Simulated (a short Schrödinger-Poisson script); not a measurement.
Structure: MOS inversion layer, Si3N4 on p-type Si(100), at 200 K.

From the gate side: 3.3 nm Si3N4; 1600 nm Si, acceptors 7e16 cm⁻³.

Constants are typed, rounded textbook-type inputs, not results; the design itself was drawn at random and stands for no fabricated device. Si3N4: permittivity 7.5, conduction-band edge (eV) 1.95, gap (eV) 5.1, electron mass (mₑ) 0.5. Si: permittivity 11.7, conduction-band edge (eV) 0, gap (eV) 1.124, Nv at 300 K (cm⁻³) 3.1e19.

Channel valleys (confinement mass, in-plane density-of-states mass, number): Δ2 0.916, 0.19, 2; Δ4 0.19, 0.417, 4. At the gate the conduction-band edge of layer 1 lies 1.97 eV − eVg above the Fermi level of the channel; the field vanishes at the back. Gaps are held at their typed values at every temperature. Mesh 0.03 nm at interfaces.

From a short Schrödinger-Poisson script (our own, NumPy): 1D Poisson equation in equilibrium, electrons quantum, Hartree (BenDaniel-Duke, 12 states a valley, the channel's in-plane mass for all, wave functions free to enter the dielectric), parabolic valleys, classical holes, full ionisation, no traps, pinning or gate leakage.

```
Vg (V)  electrons (cm⁻²)  C (μF/cm²)  Δ2 E0 (meV from the Fermi level)  Δ4 E0 (meV from the Fermi level)
------  ----------------  ----------  --------------------------------  --------------------------------
0                 1.92e9      0.0925                             138.3                             164.8
0.05             2.56e10       0.262                              93.3                             120.3
0.1              1.69e11       0.779                              60.0                              88.2
0.15             4.64e11        1.12                              41.4                              71.3
0.2              8.37e11        1.28                              29.8                              61.7
0.25             1.25e12        1.37                              21.4                              55.3
0.3              1.69e12        1.43                              14.8                              50.6
0.35             2.14e12        1.48                               9.3                              46.9
0.4              2.61e12        1.51                               4.5                              43.8
0.45             3.08e12        1.54                               0.2                              41.1
0.5              3.56e12        1.56                              -3.7                              38.8
0.55             4.05e12        1.58                              -7.3                              36.7
0.6              4.55e12        1.59                             -10.7                              34.8
0.65             5.05e12        1.60                             -13.8                              33.1
0.7              5.55e12        1.62                             -16.9                              31.4
0.75             6.05e12        1.63                             -19.8                              29.9
0.8              6.56e12        1.64                             -22.6                              28.4
```

Gate voltages with under 1e9 electrons/cm² are left out.

**Question.** At Vg = 0.8 V the lowest Δ2 subband lies at -22.6 meV from the Fermi level. How many electrons does it hold, and what share of all?

**Answer.** The two-dimensional density of states is g m/(πħ²) = 1.59e11 cm⁻² meV⁻¹ (both spins), kT = 17.2 meV, so n = D kT ln(1 + exp(−E/kT)) = 4.24e12 cm⁻², 0.65 of the 6.56e12 cm⁻² in all.

**Question.** Compare the slope of the sheet density between 0.7 and 0.8 V with the geometric capacitance of the layers between gate and channel.

**Answer.** q Δn/ΔV = 1.62 μF/cm²; ε0/Σ(t/ε) = 2.01 μF/cm². The ratio is 0.80: the channel acts as a further capacitance in series.
